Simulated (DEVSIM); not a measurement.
Structure: Au/HfO2/p-Si capacitor, at 300 K.

| layer (left to right) | material | thickness (nm) | Na (cm⁻³) |
|---|---|---|---|
| 1 | HfO2 | 25.0 | - |
| 2 | Si | 3700 | 2.4e16 |

Metal gate on the left, work function 5.1 eV. Fixed charge at the semiconductor interface 0 cm⁻² (in units of +e); no interface traps.

This is a model device: material constants are rounded textbook-type values typed into the input, and sizes, dopings and lifetimes were drawn at random. Values at 300 K; Nc and Nv go as T^1.5, mobilities as T to minus their exponent, the gap by Varshni's rule with the affinity fixed.

```tsv
parameter	HfO2	Si
gap (eV)	5.7	1.124
affinity (eV)	2.5	4.05
permittivity	22	11.7
Nc (cm⁻³)	-	2.86e19
Nv (cm⁻³)	-	3.1e19
Varshni α (eV/K)	-	0.000473
Varshni β (K)	-	636
```

DEVSIM, 1D Poisson equation in equilibrium, Boltzmann statistics, complete ionisation; no quantum confinement or tunnelling. Metal contacts follow the ideal Schottky-Mott rule: no Fermi-level pinning, no interface dipoles.

The temperature was swept, all else fixed.

```json
[
 {"temperature (K)": "250", "threshold voltage (band bending 2φF) (V)": "1.01", "flat-band voltage (V)": "0.06", "minimum of the low-frequency capacitance (μF/cm²)": "0.0497"},
 {"temperature (K)": "300", "threshold voltage (band bending 2φF) (V)": "0.97", "flat-band voltage (V)": "0.11", "minimum of the low-frequency capacitance (μF/cm²)": "0.0548"},
 {"temperature (K)": "350", "threshold voltage (band bending 2φF) (V)": "0.92", "flat-band voltage (V)": "0.16", "minimum of the low-frequency capacitance (μF/cm²)": "0.0583"},
 {"temperature (K)": "400", "threshold voltage (band bending 2φF) (V)": "0.88", "flat-band voltage (V)": "0.22", "minimum of the low-frequency capacitance (μF/cm²)": "0.0668"},
 {"temperature (K)": "450", "threshold voltage (band bending 2φF) (V)": "0.83", "flat-band voltage (V)": "0.27", "minimum of the low-frequency capacitance (μF/cm²)": "0.0740"},
 {"temperature (K)": "500", "threshold voltage (band bending 2φF) (V)": "0.78", "flat-band voltage (V)": "0.33", "minimum of the low-frequency capacitance (μF/cm²)": "0.0890"}
]
```

From the first row to the last the threshold voltage (band bending 2φF) goes from 1.01 to 0.78. From the first row to the last the flat-band voltage goes from 0.06 to 0.33.
